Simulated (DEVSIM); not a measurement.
Device: Pd/SiO2/n-Ge capacitor, at 300 K.

```csv
layer (left to right),material,thickness (nm),Nd (cm⁻³)
1,SiO2,1.00,-
2,Ge,8000,2.8e15
```

Metal gate on the left, work function 5.2 eV. Fixed charge at the semiconductor interface 8.6e11 cm⁻² (in units of +e); no interface traps.

This is a model device: material constants are rounded textbook-type values typed into the input, and sizes, dopings and lifetimes were drawn at random. Values at 300 K.

```
parameter      SiO2       Ge
-------------  ----  -------
gap (eV)          9    0.664
affinity (eV)   0.9        4
permittivity    3.9       16
Nc (cm⁻³)         -  1.04e19
Nv (cm⁻³)         -     6e18
```

Simulated with DEVSIM: 1D Poisson equation in equilibrium, Boltzmann statistics, complete ionisation; no quantum confinement or tunnelling. Metal contacts follow the ideal Schottky-Mott rule: no Fermi-level pinning, no interface dipoles.

Question: Tabulate band edges, carrier densities and field at 0.75 V on the gate.

Answer: Energies count from the Fermi level of the right contact; mesh points crowd at the junctions.

```tsv
x (μm)	Ec (eV)	Ev (eV)	n (cm⁻³)	p (cm⁻³)	field (V/cm)
0.000	3.550	-5.450	< 1e2	< 1e2	-440000
0.0005719	3.525	-5.475	< 1e2	< 1e2	-440000
0.001311	0.406	-0.258	1.6e12	2.8e14	-10000
0.003047	0.404	-0.260	1.7e12	2.6e14	-10000
0.008706	0.398	-0.266	2.1e12	2.1e14	-10000
0.01917	0.388	-0.276	3.2e12	1.4e14	-9800
0.04059	0.368	-0.296	6.9e12	6.3e13	-9100
0.1125	0.311	-0.353	6.3e13	7.0e12	-6800
0.2454	0.246	-0.418	7.6e14	5.8e11	-3100
0.5353	0.214	-0.450	2.6e15	1.7e11	-180
1.128	0.212	-0.452	2.8e15	1.6e11	≈ 0
3.119	0.212	-0.452	2.8e15	1.6e11	≈ 0
5.596	0.212	-0.452	2.8e15	1.6e11	≈ 0
6.898	0.212	-0.452	2.8e15	1.6e11	≈ 0
7.603	0.212	-0.452	2.8e15	1.6e11	≈ 0
7.813	0.212	-0.452	2.8e15	1.6e11	≈ 0
7.915	0.212	-0.452	2.8e15	1.6e11	≈ 0
7.961	0.212	-0.452	2.8e15	1.6e11	≈ 0
7.988	0.212	-0.452	2.8e15	1.6e11	≈ 0
7.995	0.212	-0.452	2.8e15	1.6e11	≈ 0
7.999	0.212	-0.452	2.8e15	1.6e11	≈ 0
8.001	0.212	-0.452	2.8e15	1.6e11	≈ 0
```
